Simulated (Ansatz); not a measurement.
## Several settings converged on ScGa3 (Pm-3m, 4 atoms in the cell)

```xyz
4
Lattice="4.0614 0.0000 0.0000 0.0000 4.0614 0.0000 0.0000 0.0000 4.0614" Properties=species:S:1:pos:R:3 pbc="T T T"
Sc     0.0000     0.0000     0.0000
Ga     2.0307     2.0307     0.0000
Ga     0.0000     2.0307     2.0307
Ga     2.0307     0.0000     2.0307
```

Base method: LDA (PW92), default PAW files made with PBE (plane waves; Ansatz, a program for electronic structure).

Base settings: basis.ecutwfc = 30.9 Ry; kpoints.mp_grid.grid = 8 8 8; hamiltonian.xc = lda; hamiltonian.pseudopotentials = {kind: paw} (the program's default PAW files); scf.occupations.method = gaussian; scf.occupations.width = 0.0073 Ry.

Core times come from one kind of shared machine, to one figure; runs under 30 s give none.

**Zone-centre phonons against the cutoff**

In this ladder: phonons.method = dfpt.

The mesh stays at the base's, so the ladder's end is converged at best in this setting alone.

Frequencies are those of the unrelaxed cell, without the LO-TO term of polar crystals.

Only quantities that move along the ladder and can be compared are tabulated.

| basis.ecutwfc | highest zone-centre frequency (cm⁻¹) | lowest optical frequency (cm⁻¹) | core time / last (rough) |
|---|---|---|---|
| 15.4 Ry | 200.1 | 17.2 | 0.3 |
| 18.4 Ry | 262.2 | 141.7 | 0.4 |
| 21.7 Ry | 242.2 | 123.0 | 0.5 |
| 26.1 Ry | 242.4 | 125.8 | 0.5 |
| 30.9 Ry | 242.6 | 125.6 | 0.6 |
| 37.1 Ry | 242.6 | 125.7 | 0.7 |
| 46.3 Ry | 242.6 | 125.7 | 1 |

Coarsest basis.ecutwfc that holds the lowest optical frequency within 10 cm⁻¹ of the last step, with all finer ones: 21.7 Ry; the step before is off by 16 cm⁻¹.

Coarsest basis.ecutwfc that holds the highest zone-centre frequency within 1 cm⁻¹ of the last step, with all finer ones: 21.7 Ry; the step before is off by 20 cm⁻¹.

**Zone-centre phonons against the mesh**

In this ladder: phonons.method = dfpt.

Frequencies are those of the unrelaxed cell, without the LO-TO term of polar crystals.

Only quantities that move along the ladder and can be compared are tabulated.

| kpoints.mp_grid.grid | highest zone-centre frequency (cm⁻¹) | lowest optical frequency (cm⁻¹) | core time / last (rough) |
|---|---|---|---|
| 2 2 2 | 250.7 | 122.2 | – |
| 3 3 3 | 251.0 | 121.0 | – |
| 4 4 4 | 244.0 | 123.4 | – |
| 5 5 5 | 249.5 | 121.2 | – |
| 6 6 6 | 242.3 | 125.4 | 0.03 |
| 10 10 10 | 242.0 | 124.5 | 0.1 |
| 15 15 15 | 242.8 | 124.0 | 0.3 |
| 19 19 19 | 242.7 | 124.0 | 1 |

Coarsest kpoints.mp_grid.grid that holds the lowest optical frequency within 1 cm⁻¹ of the last step, with all finer ones: 10 10 10, at about 0.1 of the last step's time; the step before is off by 1.3 cm⁻¹.

Coarsest kpoints.mp_grid.grid that holds the highest zone-centre frequency within 1 cm⁻¹ of the last step, with all finer ones: 6 6 6, at about 0.03 of the last step's time; the step before is off by 6.8 cm⁻¹.

Two neighbours can agree and both be off: 2 2 2 and 3 3 3 differ by 0.2 cm⁻¹ in the highest zone-centre frequency, yet lie about 8.3 cm⁻¹ from the last step.

On the base run: the starting cell comes from a database of computed structures (which also holds hypothetical and non-ambient phases and stackings), without a prior relaxation at this level. Its lattice was rescaled by up to half a per cent. In the base run, with a pressure of about -4 GPa the cell is away from its equilibrium volume at this level.

Keys are those of Ansatz 0.2.
